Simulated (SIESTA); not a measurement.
Input and output of a self-consistent single point for a (001) slab of TiSb (cut from a parent of space group no. 186; 4 atoms in the cell) (SIESTA)

Method of the run: GGA PBE, numerical atomic orbitals DZP, PseudoDojo PBE standard norm-conserving potentials (rewritten from UPF to PSML) (SIESTA).

Input:

```
# files in the folder: Ti.psml Sb.psml (PseudoDojo PBE standard)
SystemName  TiSb
SystemLabel TiSb

NumberOfAtoms                4
NumberOfSpecies              2
%block ChemicalSpeciesLabel
  1 22 Ti
  2 51 Sb
%endblock ChemicalSpeciesLabel
LatticeConstant              4.526501 Ang
%block LatticeVectors
     1.000000000    0.000000000    0.000000000
    -0.500000110    0.866025436    0.000000000
     0.000000000    0.000000000    3.675001950
%endblock LatticeVectors
AtomicCoordinatesFormat      Bohr
%block AtomicCoordinatesAndAtomicSpecies
     4.276927558    2.469280611   18.342998978  1
    -0.000004907    4.938568630   11.338341963  1
     4.276927558    2.469280611   13.092406133  2
    -0.000004907    4.938568630   20.097063147  2
%endblock AtomicCoordinatesAndAtomicSpecies

XC.functional                GGA
XC.authors                   PBE
PAO.BasisSize                DZP
PAO.EnergyShift              0.005 Ry
MeshCutoff                   300 Ry
%block kgrid.MonkhorstPack
    7   0   0  0.0
    0   7   0  0.0
    0   0   1  0.0
%endblock kgrid.MonkhorstPack
OccupationFunction           FD
ElectronicTemperature        136.0 meV
Slab.DipoleCorrection        vacuum

MaxSCFIterations             150
SCF.Mixer.Method             Pulay
SCF.Mixer.Weight             0.1
SCF.Mixer.History            8
SCF.DM.Tolerance             1.0E-05
Diag.ParallelOverK           true
WriteForces                  true
```

The program printed (abridged):

```
reinit: Reading from file input.fdf

reinit: System Name: TiSb
reinit: System Label: TiSb

coor:   Atomic-coordinates input format  =     Cartesian coordinates
coor:                                            (in Bohr units)

siesta: Atomic coordinates (Bohr) and species
siesta:      4.27693   2.46928  18.34300  1        1
siesta:     -0.00000   4.93857  11.33834  1        2
siesta:      4.27693   2.46928  13.09241  2        3
siesta:     -0.00000   4.93857  20.09706  2        4

siesta: System type = slab

initatomlists: Number of atoms, orbitals, and projectors:      4    74   100

siesta: ******************** Simulation parameters ****************************
redata: Spin configuration                          = none
redata: Time-Reversal Symmetry                      = T
redata: Number of Atomic Species                    =        2
redata: Mesh Cutoff                                 =   300.0000 Ry
redata: Net charge of the system                    =     0.0000 |e|
redata: Min. number of SCF Iter                     =        0
redata: Max. number of SCF Iter                     =      150
redata: SCF convergence failure will abort job
redata: SCF mix quantity                            = Hamiltonian
redata: Mix DM or H after convergence               =   F
redata: Recompute H after scf cycle                 =   F
redata: Mix DM in first SCF step                    =   T
redata: No kicks to SCF
redata: DM Mixing Weight for Kicks                  =     0.5000
redata: Require Harris convergence for SCF          =   F
redata: Harris energy tolerance for SCF             =     0.000100 eV
redata: Require DM convergence for SCF              =   T
redata: DM tolerance for SCF                        =     0.000010
redata: Require EDM convergence for SCF             =   F
redata: EDM tolerance for SCF                       =     0.001000 eV
redata: Require H convergence for SCF               =   T
   [... lines left out ...]
superc: Number of atoms, orbitals, and projectors:    100   1850   2500

outcell: Unit cell vectors (Ang):
        4.526501    0.000000    0.000000
       -2.263251    3.920065    0.000000
        0.000000    0.000000   16.634900

outcell: Cell vector modules (Ang)   :    4.526501    4.526501   16.634900
outcell: Cell angles (23,13,12) (deg):     90.0000     90.0000    120.0000
outcell: Cell volume (Ang**3)        :    295.1726
new_DM -- step:     1
Initializing Density Matrix...

Attempting to read DM from file... Failed...
DM filled with atomic data:

InitMesh: MESH = 48 x 48 x 180 = 414720
InitMesh: Mesh cutoff (required, used) =   300.000   323.599 Ry

dipole: A dipole layer will be introduced in the vacuum
dipole: region to compensate the vacuum field
dipole: Dipole direction     0.000000     0.000000     1.000000
dipole: Field tolerance [eV/Ang/e]     0.000100
dipole: Vacuum plane point automatically determined

Dipole moment in unit cell =       0.0000       0.0000       0.0000 D
Electric field for dipole correction =    -0.000000    -0.000000    -0.000000 eV/Ang/e

stepf: Fermi-Dirac step function
Dipole moment in unit cell =      -0.0000      -0.0000     -19.2056 D
Electric field for dipole correction =     0.000000     0.000000     2.451226 eV/Ang/e
        iscf     Eharris(eV)        E_KS(eV)     FreeEng(eV)     dDmax    Ef(eV) dHmax(eV)
   scf:    1    -8123.781236    -8157.609529    -8158.037432  1.722752 -3.470656 24.583613
Dipole moment in unit cell =       0.0000       0.0000      81.9072 D
Electric field for dipole correction =    -0.000000    -0.000000   -10.453852 eV/Ang/e
   scf:    2    -7086.984792    -7851.791786    -7852.359921  1.217170 -4.705445103.392684
Dipole moment in unit cell =      -0.0000      -0.0000      -6.0704 D
Electric field for dipole correction =     0.000000     0.000000     0.774767 eV/Ang/e
   scf:    3    -8142.988855    -8171.818462    -8172.297611  1.111875 -3.799214  7.201508
Dipole moment in unit cell =       0.0000       0.0000       1.8298 D
Electric field for dipole correction =    -0.000000    -0.000000    -0.233535 eV/Ang/e
   scf:    4    -8165.198514    -8171.746613    -8172.312402  0.402511 -4.367464  6.887875
Dipole moment in unit cell =       0.0000       0.0000       1.6838 D
   [... lines left out ...]
Dipole moment in unit cell =      -0.0000      -0.0000      -1.0009 D
Electric field for dipole correction =     0.000000     0.000000     0.127750 eV/Ang/e
   scf:   18    -8173.917937    -8173.917945    -8174.450805  0.000035 -3.893243  0.000832
Dipole moment in unit cell =      -0.0000      -0.0000      -1.0013 D
Electric field for dipole correction =     0.000000     0.000000     0.127795 eV/Ang/e
   scf:   19    -8173.917926    -8173.917936    -8174.450805  0.000046 -3.893353  0.000127
Dipole moment in unit cell =      -0.0000      -0.0000      -1.0012 D
Electric field for dipole correction =     0.000000     0.000000     0.127786 eV/Ang/e
   scf:   20    -8173.917939    -8173.917938    -8174.450805  0.000047 -3.893447  0.000089
Dipole moment in unit cell =      -0.0000      -0.0000      -1.0012 D
Electric field for dipole correction =     0.000000     0.000000     0.127789 eV/Ang/e
   scf:   21    -8173.917938    -8173.917938    -8174.450805  0.000005 -3.893454  0.000082
SCF Convergence by DM+H criterion
max |DM_out - DM_in|         :     0.0000045925
max |H_out - H_in|      (eV) :     0.0000822012
SCF cycle converged after 21 iterations

Using DM_out to compute the final energy and forces
Dipole moment in unit cell =      -0.0000      -0.0000      -1.0012 D
Electric field for dipole correction =     0.000000     0.000000     0.127789 eV/Ang/e

siesta: E_KS(eV) =            -8173.9179

siesta: E_KS - E_eggbox =     -8173.9179

siesta: Atomic forces (eV/Ang):
     1   -0.000067    0.000038    0.194553
     2    0.000079   -0.000045    0.701011
     3   -0.000072    0.000041   -0.458388
     4    0.000060   -0.000034   -0.440007
   Tot   -0.000000    0.000001   -0.002831
   Max    0.701011
   Res    0.278836    sqrt( Sum f_i^2 / 3N )
   Max    0.701011    constrained

Stress tensor Voigt[x,y,z,yz,xz,xy] (kbar):       17.52       17.58        9.10       -0.00        0.00        0.05
(Free)E + p*V (eV/cell)    -8177.1649
Target enthalpy (eV/cell)    -8174.4508

siesta: Program's energy decomposition (eV):
siesta: Ebs     =     -1473.997443
siesta: Eions   =      9242.531016
siesta: Ena     =      1154.095374
siesta: Ekin    =      4179.939673
siesta: Enl     =     -2580.369687
siesta: Eso     =         0.000000
siesta: Edftu   =         0.000000
siesta: DEna    =        19.087541
siesta: DUscf   =         0.842968
siesta: DUext   =         0.013319
siesta: Ex      =     -1603.425902
siesta: Ec      =      -101.570209
siesta: Exc     =     -1704.996111
siesta: Eharris =     -8173.917938
siesta: Etot    =     -8173.917938
siesta: FreeEng =     -8174.450805

siesta: Atomic forces (eV/Ang):
siesta:      1   -0.000067    0.000038    0.194553
siesta:      2    0.000079   -0.000045    0.701011
siesta:      3   -0.000072    0.000041   -0.458388
siesta:      4    0.000060   -0.000034   -0.440007
siesta: ----------------------------------------
siesta:    Tot   -0.000000    0.000001   -0.002831

siesta: Stress tensor (static) (eV/Ang**3):
siesta:     0.010934    0.000031    0.000000
siesta:     0.000031    0.010970   -0.000000
siesta:     0.000000   -0.000000    0.005681

siesta: Cell volume =        295.172629 Ang**3

siesta: Pressure (static):
siesta:                Solid            Molecule  Units
siesta:          -0.00010015         -0.00007877  Ry/Bohr**3
siesta:          -0.00919500         -0.00723277  eV/Ang**3
siesta:         -14.73200779        -11.58817915  kBar

siesta: Electric dipole (a.u.)  =   -0.000000   -0.000000   -0.393918
siesta: Electric dipole (Debye) =   -0.000000   -0.000000   -1.001238
```

The run converged in 21 iterations.

The starting cell was generated: these elements placed on a structure prototype, without a prior relaxation; it need not be a known phase or ordering of this composition. The slab is cut from that crystal, and its faces are unrelaxed. Spin polarisation is off. Values carry the incompleteness of an atom-centred basis.

Cost on one core of a shared machine: roughly 30 s.
